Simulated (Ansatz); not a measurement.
Start from Nb in the bcc (W type) structure (space group Im-3m, No. 229; a = 3.271 Å).

Computed with Ansatz (a quantum-chemistry and plane-wave program), PBEsol, PAW, cutoff 420 eV, no SOC.

Base values:

| Property | Value |
|---|---|
| Pressure | 0.0 GPa |

Perturbation: the cell is scaled by 1.0207 in all directions; the atoms relax in the strained cell.

Predict the new energy relative to the base.

The energy rises by 36 meV/atom.

How does this affect the pressure?

The pressure goes from zero to -10.0 GPa.

Whether these cells are dynamically stable was not tested. The final runs are not spin-polarised.
